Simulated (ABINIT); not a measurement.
## How a calculation on Os (P6_3/mmc, 2 atoms in the cell) responds to its settings

```xyz
2
Lattice="2.7695 0.0000 0.0000 -1.3847 2.3984 0.0000 0.0000 0.0000 4.3631" Properties=species:S:1:pos:R:3 pbc="T T T"
Os     0.0000     1.5990     1.0908
Os     1.3847     0.7995     3.2723
```

Base run A: PBE, PAW (JTH v2.0 PBE PAW) run with ABINIT, self-consistent single point.

Its settings: pseudos = [Os.GGA_PBE-JTH.xml]; ecut = 20 Ha; pawecutdg = 40 Ha; pawxcdev = 0; ixc = 11; occopt = 3; tsmear = 0.1 eV; ngkpt = 12 12 7; nshiftk = 1; shiftk = 0.5 0.5 0.5; potentials = JTH v2.0 PBE PAW; nband = 13; kptopt = 1; nstep = 60; tolvrs = 1e-10.

The starting cell comes from a database of computed structures (which also holds hypothetical and non-ambient phases and stackings), without a prior relaxation at this level. Its lattice was rescaled by a random factor within 2.5 % of one. Spin polarisation is off. In the base run, with a pressure of about -6 GPa the cell is away from its equilibrium volume at this level.

ΔF is the free energy per atom less that of run A. 

Runs:
- B: lattice scaled by 0.97
- C: lattice scaled by 0.97; ecut: 20 Ha → 12 Ha; pawecutdg: 40 Ha → 24 Ha
- D: lattice scaled by 0.985
- E: lattice scaled by 0.985; ecut: 20 Ha → 12 Ha; pawecutdg: 40 Ha → 24 Ha
- F: lattice scaled by 1.015
- G: lattice scaled by 1.015; ecut: 20 Ha → 12 Ha; pawecutdg: 40 Ha → 24 Ha
- H: lattice scaled by 1.03
- I: lattice scaled by 1.03; ecut: 20 Ha → 12 Ha; pawecutdg: 40 Ha → 24 Ha
- J: ecut: 20 Ha → 12 Ha; pawecutdg: 40 Ha → 24 Ha

```tsv
run	ΔF (meV/atom)	pressure (GPa)
A	0.00	-5.58
B	111.6	37.28
C	129.9	36.60
D	14.5	13.43
E	32.7	12.80
F	55.0	-20.52
G	72.3	-21.08
H	167.8	-32.10
I	184.5	-32.65
J	17.9	-6.15
```

Run D against A: The free energy goes up by 14.5 meV/atom and the pressure goes from -5.58 to 13.43 GPa.

Run B against A: The free energy rises by 112 meV/atom and the pressure goes from -5.58 to 37.28 GPa.

Run E against A: The free energy rises by 32.7 meV/atom and the pressure goes from -5.58 to 12.80 GPa.
